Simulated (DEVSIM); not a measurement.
System: abrupt InP p-n junction, at 300 K.

| layer (left to right) | material | thickness (μm) | Nd (cm⁻³) | Na (cm⁻³) | τn (s) | τp (s) |
|---|---|---|---|---|---|---|
| 1 | InP | 0.390 | - | 1.4e15 | 6.4e-8 | 6.4e-8 |
| 2 | InP | 0.460 | 1.4e17 | - | 6.4e-8 | 6.4e-8 |

Left contact: ohmic. Right contact: ohmic. Voltage is applied to the left contact. Recombination: SRH at mid-gap, radiative. Mobility is μmin + (μ − μmin)/(1 + (N/Nref)^α).

Constants are typed, rounded textbook-type inputs, not results; the design itself was drawn at random and stands for no fabricated device. Values at 300 K.

```
parameter          InP
-------------  -------
gap (eV)         1.344
affinity (eV)     4.38
permittivity      12.5
Nc (cm⁻³)       5.7e17
Nv (cm⁻³)       1.1e19
μn (cm²/Vs)       5200
μp (cm²/Vs)        170
μn,min             400
μp,min              10
Nref,n            3e17
Nref,p          4.9e17
αn                0.47
αp                0.62
B (cm³/s)      1.2e-10
```

Model (solved in DEVSIM): 1D drift-diffusion, Boltzmann statistics, complete ionisation; no tunnelling, impact ionisation, image-force lowering or self-heating.

The thickness of layer 1 was swept, all else fixed.

| thickness of layer 1 (μm) | dark forward voltage at 100 A/cm² (V) | largest field in the device at zero bias (V/cm) | dark forward voltage at 1 A/cm² (V) |
|---|---|---|---|
| 0.078 | 0.810 | 100000 | 0.680 |
| 0.14 | 0.828 | 68000 | 0.695 |
| 0.23 | 0.848 | 46000 | 0.711 |
| 0.39 | ___ | ___ | ___ |
| 0.66 | 0.909 | 27000 | 0.771 |
| 1.2 | 0.935 | 26000 | 0.804 |
| 2 | 0.953 | 26000 | 0.823 |

Q: Some entries are withheld; supply them.

A: 
- 0.39, dark forward voltage at 100 A/cm² (V): 0.878
- 0.39, largest field in the device at zero bias (V/cm): 33000
- 0.39, dark forward voltage at 1 A/cm² (V): 0.735
